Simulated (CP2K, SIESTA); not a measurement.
A CP2K input for a self-consistent single point of TiSi₂ (Cmcm, 6 atoms in the cell) (DFT LDA (Pade form), GPW, DZVP-MOLOPT-SR-GTH basis, GTH-PADE potentials (GTH_POTENTIALS)):

```
&GLOBAL
  PROJECT run
  RUN_TYPE ENERGY_FORCE
  PRINT_LEVEL LOW
&END GLOBAL
&FORCE_EVAL
  METHOD Quickstep
  STRESS_TENSOR ANALYTICAL
  &DFT
    BASIS_SET_FILE_NAME BASIS_MOLOPT
    POTENTIAL_FILE_NAME GTH_POTENTIALS
    &QS
      METHOD GPW
      EPS_DEFAULT 1E-10
    &END QS
    &MGRID
      CUTOFF 600
      REL_CUTOFF 60
      NGRIDS 5
    &END MGRID
    &SCF
      SCF_GUESS ATOMIC
      EPS_SCF 1E-6
      MAX_SCF 100
      ADDED_MOS 8
      &DIAGONALIZATION
        ALGORITHM STANDARD
      &END DIAGONALIZATION
      &MIXING
        METHOD BROYDEN_MIXING
        ALPHA 0.2
        NBUFFER 8
        BETA 1
      &END MIXING
      &SMEAR ON
        METHOD GAUSSIAN
        SIGMA [eV] 0.2
      &END SMEAR
    &END SCF
    &KPOINTS
      SCHEME MONKHORST-PACK 7 7 7
    &END KPOINTS
    &XC
      &XC_FUNCTIONAL PADE
      &END XC_FUNCTIONAL
    &END XC
    &PRINT
      &MO
        EIGENVALUES T
        OCCUPATION_NUMBERS T
        NDIGITS 8
        FILENAME mo
        &EACH
          QS_SCF 0
        &END EACH
        ADD_LAST NUMERIC
      &END MO
      &MULLIKEN OFF
      &END MULLIKEN
    &END PRINT
  &END DFT
  &SUBSYS
    &CELL
      ABC 7.02786400 7.02786395 3.58656100
      ALPHA_BETA_GAMMA 90.00000000 90.00000000 150.72944669
      PERIODIC XYZ
    &END CELL
    &COORD
      Ti       5.67096825     0.35433713     2.68992075
      Ti      -4.77365525     3.08182587     0.89664025
      Si       1.21513417     1.51792501     2.68992075
      Si      -0.31782117     1.91823799     0.89664025
      Si      -2.84502636     2.57818746     2.68992075
      Si       3.74233936     0.85797554     0.89664025
    &END COORD
    &KIND Ti
      BASIS_SET DZVP-MOLOPT-SR-GTH-q12
      POTENTIAL GTH-PADE-q12
    &END KIND
    &KIND Si
      BASIS_SET DZVP-MOLOPT-SR-GTH-q4
      POTENTIAL GTH-PADE-q4
    &END KIND
  &END SUBSYS
  &PRINT
    &FORCES ON
    &END FORCES
    &STRESS_TENSOR ON
    &END STRESS_TENSOR
  &END PRINT
&END FORCE_EVAL
```

Question: Translate this input to SIESTA.

Answer: This is the input that was run; spellings and numerical settings could be chosen otherwise.

```
# files in the folder: Ti.psml Si.psml (PseudoDojo LDA standard)
SystemName  TiSi2
SystemLabel tisi2

NumberOfAtoms                6
NumberOfSpecies              2
%block ChemicalSpeciesLabel
  1 22 Ti
  2 14 Si
%endblock ChemicalSpeciesLabel
LatticeConstant              7.027864 Ang
%block LatticeVectors
     0.252665106   -0.967553726    0.000000000
     0.252665106    0.967553726    0.000000000
     0.000000000    0.000000000    0.510334434
%endblock LatticeVectors
AtomicCoordinatesFormat      Ang
%block AtomicCoordinatesAndAtomicSpecies
     1.775696000   -5.397437823    2.689920750  1
     1.775696000    5.397437823    0.896640250  1
     1.775696000   -0.792180894    2.689920750  2
     1.775696000    0.792180894    0.896640250  2
     1.775696000    3.404133898    2.689920750  2
     1.775696000   -3.404133898    0.896640250  2
%endblock AtomicCoordinatesAndAtomicSpecies

XC.functional                LDA
XC.authors                   PW92
PAO.BasisSize                DZP
PAO.EnergyShift              0.01 Ry
MeshCutoff                   400 Ry
%block kgrid.MonkhorstPack
    7   0   0  0.0
    0   7   0  0.0
    0   0   7  0.0
%endblock kgrid.MonkhorstPack
OccupationFunction           MP
OccupationMPOrder            0
ElectronicTemperature        200.0 meV

MaxSCFIterations             150
SCF.Mixer.Method             Broyden
SCF.Mixer.Weight             0.1
SCF.Mixer.History            6
SCF.DM.Tolerance             1.0E-05
Diag.ParallelOverK           true
WriteForces                  true
```

Basis, cutoffs, solver keys and any potentials are the target program's own. This input uses DFT, LDA PW92, numerical atomic orbitals DZP, PseudoDojo LDA standard norm-conserving potentials (rewritten from UPF to PSML). LDA parametrisations can differ slightly between programs.

The starting cell comes from a database of computed structures (which also holds hypothetical and non-ambient phases and stackings), without a prior relaxation at this level. Its lattice was rescaled by a random factor within 2.5 % of one.
